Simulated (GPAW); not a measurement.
Worked example: self-consistent single point of Hf (P1, 4 atoms in the cell) in GPAW.

Method of the run: LDA (Perdew-Wang 92), GPAW PAW datasets LDA (gpaw-data 1.0.1) (plane waves; GPAW 25.7.0).

```xyz
4
Lattice="3.1822 0.0000 0.0000 -1.5911 2.7558 0.0000 0.0000 0.0000 10.2386" Properties=species:S:1:pos:R:3 pbc="T T T"
Hf     0.0309     0.0064    -0.0765
Hf    -0.0013     0.0067     5.0934
Hf     0.0085     1.8470     2.6040
Hf     1.5530     0.8958     7.7371
```

Reference input (self-consistent single point, DFT PBE, plane waves, GPAW PAW datasets PBE (gpaw-data 1.0.1)): mode = pw; ecut = 600 eV; xc = PBE; kpts = 7 7 2; mesh shift (steps) = 0 0 0; occupations.name = fermi-dirac; occupations.width = 0.05 eV; nbands = -12; symmetry.symmorphic = false; symmetry.tolerance = 0.0005; maxiter = 150. This run's input differs from it in these lines:

```diff
@@ -15,3 +15,3 @@
 calc = GPAW(mode=PW(600),
-            xc='PBE',
+            xc='LDA',
             kpts={'size': (7, 7, 2), 'gamma': True},
```

Its files differ too (potentials: GPAW PAW datasets LDA (gpaw-data 1.0.1)).

Output (repeated stretches shortened):

```
     iter     time        total  log10-change:
                         energy   eigst   dens
iter:   1 --:--:--   -33.421301
iter:   2 --:--:--   -33.367342   -1.48  -1.33
iter:   3 --:--:--   -33.012528   -1.49  -1.36
iter:   4 --:--:--   -33.014775   -1.48  -1.60
iter:   5 --:--:--   -32.991928c  -2.53  -1.86
iter:   6 --:--:--   -32.985948   -2.51  -2.00
iter:   7 --:--:--   -32.994725c  -2.99  -2.28
iter:   8 --:--:--   -32.983103c  -3.42  -2.39
iter:   9 --:--:--   -32.979363c  -3.88  -2.50
iter:  10 --:--:--   -32.974442c  -3.10  -2.57
iter:  11 --:--:--   -32.974446c  -3.76  -3.15
iter:  12 --:--:--   -32.974442c  -4.80  -3.41
iter:  13 --:--:--   -32.974386c  -5.22  -3.45
iter:  14 --:--:--   -32.974419c  -5.20  -3.53
iter:  15 --:--:--   -32.974371c  -5.55  -3.66
iter:  16 --:--:--   -32.974366c  -6.07  -4.13c
iter:  17 --:--:--   -32.974367c  -7.52c -4.41c
Converged after 17 iterations.

Dipole moment: (-0.656381, -0.279818, 4.581785) |e|*Ang

Energy contributions relative to reference atoms: (reference = -1638565.313953)

Kinetic:        +14.205906
Potential:      -14.086096
External:        +0.000000
XC:             -31.114198
Entropy (-ST):   -0.028452
Local:           -1.965752
SIC:             +0.000000
--------------------------
Free energy:    -32.988593
Extrapolated:   -32.974367

Showing only first 2 kpts
 Kpt  Band  Eigenvalues  Occupancy
  0    22     10.13086    0.00001
  0    23     10.46748    0.00000
  0    24     10.47150    0.00000
  0    25     10.57813    0.00000

  1    22     10.44900    0.00000
  1    23     10.61206    0.00000
  1    24     10.62838    0.00000
  1    25     10.63637    0.00000

Fermi level: 9.53730

No gap
No difference between direct/indirect transitions
Energy (eV): -32.974367

Forces in eV/Ang:
  0 Hf   -0.09146   -0.03585    0.40573
  1 Hf   -0.01461   -0.01279    0.09299
  2 Hf    0.00118   -0.00454   -0.15493
  3 Hf    0.10486    0.05318   -0.34413

Stress tensor:
     0.040011    -0.001619     0.000990
    -0.001619     0.041915     0.000449
     0.000990     0.000449     0.042848
Stress (GPa, Voigt): [ 6.4105  6.7154  6.8649  0.072   0.1586 -0.2593]
```

The run converged in 17 iterations. GPAW prints stress with tension positive. Against the reference run the pressure goes from 1.71 to -6.66 GPa and the largest force goes from 0.579 to 0.417 eV/Å.

The starting cell was generated: these elements placed on a structure prototype, without a prior relaxation; it need not be a known phase or ordering of this composition. Its atoms were displaced at random from the sites of space group no. 194. With a pressure of about -7 GPa the cell is away from its equilibrium volume at this level.

Cost on one core of a shared machine: roughly 80 s.
